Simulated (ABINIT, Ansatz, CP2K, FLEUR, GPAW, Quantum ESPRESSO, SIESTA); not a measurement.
# One structure in several programs: BaN2 (C2/c, 6 atoms in the cell)

Self-consistent single point.

```yaml
crystal:
  lattice:
    - [3.58665, -2.22648, 0.00000]
    - [3.58665, 2.22648, 0.00000]
    - [-1.90633, 0.00000, 7.06027]
  atoms:
    - { symbol: Ba, position: [0.20407, 0.79593, 0.75000] }
    - { symbol: Ba, position: [0.79593, 0.20407, 0.25000] }
    - { symbol: N, position: [0.44393, 0.15001, 0.54520] }
    - { symbol: N, position: [0.55607, 0.84999, 0.45480] }
    - { symbol: N, position: [0.84999, 0.55607, 0.95480] }
    - { symbol: N, position: [0.15001, 0.44393, 0.04520] }
```

All programs got the same cell, k-point mesh and kind of occupations (in Ansatz's words: kpoints.mp_grid.grid = 6 6 3; scf.occupations.method = fermi_dirac; scf.occupations.width = 0.1 eV); potentials, basis and cutoffs are each program's usual ones.

| code | model | pressure (GPa) | largest force (eV/Å) | k-points | cutoff |
|---|---|---|---|---|---|
| Ansatz | PBEsol, PAW files made with PBE | -3.64 | 0.211 | 34 | default |
| FLEUR | PBEsol, all-electron FLAPW (FLEUR), scalar-relativistic valence | – | 0.225 | 34 | Kmax 4.7 1/bohr |
| SIESTA | GGA PBEsol, numerical atomic orbitals DZP, PseudoDojo PBEsol standard norm-conserving potentials (rewritten from UPF to PSML) | 1.95 | 4.395 | 60 | grid 300 Ry |
| Quantum ESPRESSO | PBEsol, GBRV 1.5 ultrasoft (PBESOL) pseudopotentials | -2.50 | 0.168 | 34 | 40 Ry |
| ABINIT | PBEsol, norm-conserving pseudopotentials (PseudoDojo nc-sr-04 PBEsol standard) | -3.06 | 0.220 | 34 | 42 Ha |
| CP2K | PBEsol, GPW, DZVP-MOLOPT-SR-GTH basis, GTH-PBE potentials (GTH_POTENTIALS) | -0.50 | 1.182 | 56 | grid 500 Ry |
| GPAW | PBEsol, GPAW PAW datasets PBEsol (made by gpaw-setup) | – | 0.186 | 34 | 950 eV |

Size of the force on each atom (eV/Å): Sizes of forces hide their directions.

| code | Ba1 | Ba2 | N3 | N4 | N5 | N6 |
|---|---|---|---|---|---|---|
| Ansatz | 0.211 | 0.211 | 0.145 | 0.145 | 0.145 | 0.145 |
| FLEUR | 0.225 | 0.225 | 0.088 | 0.088 | 0.088 | 0.088 |
| SIESTA | 0.321 | 0.321 | 4.395 | 4.395 | 4.395 | 4.395 |
| Quantum ESPRESSO | 0.168 | 0.168 | 0.153 | 0.153 | 0.153 | 0.153 |
| ABINIT | 0.220 | 0.220 | 0.210 | 0.210 | 0.210 | 0.210 |
| CP2K | 0.146 | 0.146 | 1.182 | 1.182 | 1.182 | 1.182 |
| GPAW | 0.186 | 0.186 | 0.135 | 0.135 | 0.135 | 0.135 |

A dash marks a value that a program does not give, or that is left out as unsure.

No clean gap comes from Ansatz (a first-principles code), SIESTA, Quantum ESPRESSO, ABINIT, CP2K and GPAW: levels at the Fermi energy touch, overlap or are partly filled at this smearing.

The spread over the programs that give each value: pressure within 5.59 GPa; largest force within 4.227 eV/Å.

The starting cell comes from a database of computed structures (which also holds hypothetical and non-ambient phases and stackings), without a prior relaxation at this level. On Ansatz's run: In the base run, with a pressure of about -3 GPa the cell is away from its equilibrium volume at this level. The run gives no clean gap (levels at the Fermi energy touch, overlap or are partly filled at this smearing), which alone does not show that the compound is a metal.

### Question
Why do the programs differ, and what cannot be compared?

### Answer
Differences of this kind can come from the potentials, where these differ, and from what each basis and cutoff leave unconverged. The zero of total energies and Fermi levels follows the potentials and each program's conventions, so they are not compared here. SIESTA and CP2K use small atom-centred bases, whose incompleteness enters pressures, forces and empty levels differently from a plane-wave cutoff. FLEUR treats all electrons, but the usual bases taken here (sphere radii, linearisation, local orbitals, empty states) were not tested for convergence, so the values are no reference for the others. Ansatz's pressure is given at a fixed set of plane waves, as the other plane-wave codes print theirs; with its correction for the finite basis it is -3.43 GPa (the shift of 0.21 GPa shows how far the cutoff is from converged). The pressure of GPAW is left out: its cutoff lies under the one at which its stress was checked. The programs reduce the same mesh by symmetry to different extents, which changes the work and not the result. In the pressure, SIESTA (by 5.01) and CP2K (by 2.56) lie more than 1 GPa from the median of the plane-wave programs.

Keys are those of Ansatz 0.2.
